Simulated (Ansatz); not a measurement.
## Hypothetical ReO3 type CoCl3, response to strain

Start from CoCl$_{3}$ in the ReO3 type structure (space group Pm-3m, No. 221; a = 4.659 Å; ferromagnetic; a hypothetical phase, not in the database extracts checked; relaxed with 0.1 eV smearing). Axes: x, y, z lie along the cube axes.

Strains are applied to the cell and any free atomic positions relax; under stress the whole cell relaxes.

Computed with PBE (Ansatz, a program for electronic structure), spin-orbit coupling left out.

Candidates:
(a) isotropic strain +1.18 %
(b) uniaxial stress, 3 GPa compression along x
(c) tensor shear ε_xy = −1.44 %
(d) uniaxial strain ε_xx = +2.00 %
(e) uniaxial strain ε_yy = −4.70 %

Notes on the quantities. energy relative to the base: free energy F.

Question: Order them by energy relative to the base, highest first.

Answer: (e) uniaxial strain ε_yy = −4.70 % (+15 meV/atom), (b) uniaxial stress, 3 GPa compression along x (+9.2 meV/atom), (a) isotropic strain +1.18 % (+3.7 meV/atom), (d) uniaxial strain ε_xx = +2.00 % (+2.1 meV/atom), (c) tensor shear ε_xy = −1.44 % (+1.2 meV/atom)

Stability under load was not tested beyond the relaxation. No Hubbard U is applied and the magnetic state is the run's own (CoCl3 ferromagnetic); other magnetic orders, which need larger cells, were not tried and can change the gap.
